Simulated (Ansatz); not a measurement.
Cells marked so need not be the phases stable at ambient conditions, and some may be hypothetical.

No gap correction and no spin-orbit coupling; mid-gap values are interpolated between computed energies.

A. ZrO2 (P4_2/mnm, rutile, not sure to be the ambient phase, 6 atoms a cell, 12.9 Å³ an atom), along the normal of (110)
B. CdSe2 (Pa-3, not sure to be the ambient phase, 12 atoms a cell, 25.6 Å³ an atom, -2 GPa at this level), along the normal of (001)
C. LaSc$_{3}$(BO$_{3}$)$_{4}$ (R32, not sure to be the ambient phase, 20 atoms a cell, 11.1 Å³ an atom), along the normal of (110)
D. TcAgO4 (I4_1/a, not sure to be the ambient phase, 12 atoms a cell, 13.9 Å³ an atom, -3 GPa at this level), along the normal of (110)
E. TlAsF₆ (R-3, not sure to be the ambient phase, 8 atoms a cell, 16.2 Å³ an atom, -4 GPa at this level), along the normal of (001)

### Question
Put the candidates in order of mid-gap decay constant of the slowest evanescent state, highest first, for r2SCAN in Ansatz (an electronic-structure program).

### Answer
E (0.52 1/Å), C (0.46 1/Å), D (0.38 1/Å), A (0.30 1/Å), B (0.17 1/Å)
